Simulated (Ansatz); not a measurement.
Consider NaI in the CsCl type structure (space group Pm-3m, No. 221; a = 4.062 Å; a hypothetical phase, not in the database extracts checked).

(Cell as relaxed with PBE.)

Levels (all Ansatz, a quantum-chemistry and plane-wave program, PAW): PBE (420 eV, spin-orbit coupling left out); r2SCAN (500 eV, without spin-orbit coupling).

Each level relaxes its own structure.

```json
[
 {"base": "volume per atom", "PBE": "33.51 Å³", "r2SCAN": "32.96 Å³"},
 {"base": "lattice parameter a", "PBE": "7.676 bohr", "r2SCAN": "7.634 bohr"},
 {"base": "band gap", "PBE": "2.28 eV", "r2SCAN": "3.06 eV"}
]
```

Modification: the cell is scaled by 1.0129 in all directions, atoms relaxed at fixed cell.

| quantity | PBE | r2SCAN |
|---|---|---|
| electron mass | 0.25 mₑ (at Γ) | ___ |
| mean gap deformation potential ΔEg/Δln V | -1.4 eV | ___ |
| smallest direct gap | 2.81 eV | ___ |
| valley order (the lowest conduction-band minima on the path, energy above the VBM, named in the base's zone) | Γ 2.23 eV; M along ⟨110⟩ 2.89 eV | ___ |

Task: What does r2SCAN give?

Result: 
- electron mass, r2SCAN: 0.27 mₑ (at Γ)
- mean gap deformation potential ΔEg/Δln V, r2SCAN: -1.7 eV
- smallest direct gap, r2SCAN: 3.43 eV
- valley order (the lowest conduction-band minima on the path, energy above the VBM, named in the base's zone), r2SCAN: Γ 2.99 eV; M along ⟨110⟩ 3.43 eV

PBE's mean gap deformation potential ΔEg/Δln V lies 0.3 eV above r2SCAN's; PBE's smallest direct gap lies 0.62 eV below r2SCAN's; both order the valleys alike. Neither level is exact; r2SCAN is the comparison here, not a measurement.

With I present, leaving out spin-orbit coupling can change the band edges. The cells carry an imposed strain or load. Effective masses come from finite differences of ±0.01 Å⁻¹. Whether these cells are dynamically stable was not tested.
